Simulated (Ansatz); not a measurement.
End structure of a constructed model of the (0001) surface of hcp Mg, a pseudomorphic layer of Ge in the host's stacking (bottom of the slab: a bare face, its two planes held):

```
CELL_PARAMETERS angstrom
      3.19902     0.00000     0.00000
     -1.59951     2.77043     0.00000
      0.00000     0.00000    31.00000
ATOMIC_POSITIONS crystal
  Mg 0.66667 0.33333 0.25874
  Mg 0.33333 0.66667 0.34227
  Mg 0.66667 0.33333 0.42635
  Mg 0.33333 0.66667 0.50957
  Mg 0.66667 0.33333 0.59297
  Mg 0.33333 0.66667 0.67633
  Ge 0.66667 0.33333 0.74789
```

Model: 7-atom slab, 15.0 Å thick at the start, 13x13x1 mesh, Fermi-Dirac 0.1 eV, dipole correction, single point; on the structure that PBE left under its start's symmetry; no spin, no spin-orbit, no U. It is one candidate, not shown to be the stable structure of the face.

What work function of the top face does r2SCAN, at the PBE geometry (Ansatz, a first-principles code) give?

4.76 eV
